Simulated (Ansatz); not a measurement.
Input:

```
Ge
1.0
    3.89280     0.00000     0.00000
    1.94640     3.37126     0.00000
    1.94640    -1.12375     3.27342
Ge
2
Direct
  0.99729   0.00136   0.00407
  0.50271   0.24864   0.74593
```

No spin polarisation.

The values are results of Ansatz (a quantum-chemistry and plane-wave program) LDA, no spin-orbit coupling, not measurements. Γ-centred 14×14×14 mesh, Fermi–Dirac width 0.05 eV.

Q: Predict the band gap.

A: Zero.

Q: What pressure (mean of the normal stresses, compression positive) does the calculation give?

A: 2.6 GPa.

The cells carry an imposed strain or load. No phonon test of stability was made. The cell was made from Ge in the diamond structure (space group Fd-3m, No. 227) by this change: biaxial strain −2.08 %, plane normal [111], relaxed out of plane. A zero or small gap of Ge can be the functional's error rather than a property of the material.
